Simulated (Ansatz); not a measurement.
## Effect of pressure 3 GPa on Rh2Si

Start from Rh₂Si (space group Pnma, No. 62; a = 5.3637 Å, b = 3.9217 Å, c = 7.3907 Å; a cell from a computed database, its experimental status unchecked).

Modification: a hydrostatic pressure of 3 GPa.

Computed with plane-wave PAW DFT at the PBEsol level (Ansatz, an electronic-structure program, 420 eV), spin-orbit coupling left out. k-mesh 7×10×5 (Γ-centred); smearing 0.05 eV (Fermi–Dirac).

| quantity | base | changed | shift |
|---|---|---|---|
| volume per atom | 12.96 Å³ | 12.81 Å³ | -0.15 Å³ |
| shortest interatomic distance | 2.397 Å | 2.392 Å | -0.005 Å |
| enthalpy H = E + PV relative to the base's energy | – | +0.24 eV/atom | – |
| band gap | zero | zero | – |

Final structure:

```yaml
crystal:
  lattice:
    - [5.32998, 0.00000, 0.00000]
    - [0.00000, 3.90975, 0.00000]
    - [0.00000, 0.00000, 7.37383]
  atoms:
    - { symbol: Si, position: [0.28409, 0.25000, 0.89532] }
    - { symbol: Si, position: [0.71591, 0.75000, 0.10468] }
    - { symbol: Si, position: [0.21591, 0.75000, 0.39532] }
    - { symbol: Si, position: [0.78409, 0.25000, 0.60468] }
    - { symbol: Rh, position: [0.52660, 0.75000, 0.79884] }
    - { symbol: Rh, position: [0.47340, 0.25000, 0.20116] }
    - { symbol: Rh, position: [0.97340, 0.25000, 0.29884] }
    - { symbol: Rh, position: [0.02660, 0.75000, 0.70116] }
    - { symbol: Rh, position: [0.83790, 0.25000, 0.93024] }
    - { symbol: Rh, position: [0.16210, 0.75000, 0.06976] }
    - { symbol: Rh, position: [0.66210, 0.75000, 0.43024] }
    - { symbol: Rh, position: [0.33790, 0.25000, 0.56976] }
```

Load acts through the strain it causes; cell and atoms are relaxed under it. No phonon test of stability was made. The final runs are not spin-polarised.
